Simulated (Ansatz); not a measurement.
Phonon-limited resistivity of Ta$_{2}$InC (P6_3/mmc) against temperature in μΩ·cm, PBEsol, DFPT electron-phonon coupling, linearised Boltzmann equation in Ansatz (an electronic-structure program), harmonic crystal at a fixed cell. x, y and z are the axes of this cell:
```
InTa2C
1.0
    3.13711     0.00000     0.00000
   -1.56856     2.71682     0.00000
    0.00000     0.00000    14.32792
Ta In C
4 2 2
Direct
  0.66667   0.33333   0.58342
  0.33333   0.66667   0.41658
  0.33333   0.66667   0.08342
  0.66667   0.33333   0.91658
  0.66667   0.33333   0.25000
  0.33333   0.66667   0.75000
  0.00000   0.00000   0.50000
  0.00000   0.00000   0.00000
```

| T | ρ (x, y) | ρ (z) |
|---|---|---|
| 50 K | 0.69 | 1.54 |
| 77 K | 2.2 | 4.8 |
| 100 K | (withheld) | 7.9 |
| 150 K | 6.8 | (withheld) |
| 200 K | 9.9 | 21 |
| 250 K | 13.0 | 28 |
| 273 K | 14.4 | 31 |
| 300 K | 16.1 | 35 |

Q: Complete the blanks.

A: 
- 100 K, ρ (x, y): 3.6
- 150 K, ρ (z): 14.7

A metal at this level (no band gap). Only scattering by harmonic phonons is included (no impurities, grain boundaries, electron-electron scattering or thermal expansion). Spin-orbit coupling is left out, which matters with elements this heavy. Halving the electron mesh (32x32x8) moves the resistivity by up to 5 %. Smearing 0.20 eV; phonons on a 5x5x1 q mesh, which this run doesn't test and which matters most at low temperature.

Computed structure with no diffraction record at hand here (it may be known, metastable or hypothetical): Ta2InC (P6_3/mmc).
